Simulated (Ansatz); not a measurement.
The starting structures come from a database of crystals and need not be the phases stable at ambient conditions.

Crystal: LaGaO3 (R-3c, not sure to be the ambient phase, 10 atoms a cell, 12.2 Å³ an atom, -5 GPa at this level); planes in its conventional cell.

Computed with r2SCAN (plane waves, PAW; Ansatz, a program for electronic structure).

The gap is the functional's own, uncorrected, and κ follows it; spin-orbit coupling is left out. Mid-gap values are interpolated between the computed energies.

```
plane  area of the cell (Å²)  mid-gap κ (1/Å)  largest κ in the gap (1/Å)
-----  ---------------------  ---------------  --------------------------
(101)                   26.7             0.37                        0.38
(001)                   27.1              ___                         ___
```

Problem. The slowest decay depends on the direction. Supply the withheld values.

Solution. 
- (001), mid-gap κ (1/Å): 0.33
- (001), largest κ in the gap (1/Å): 0.33
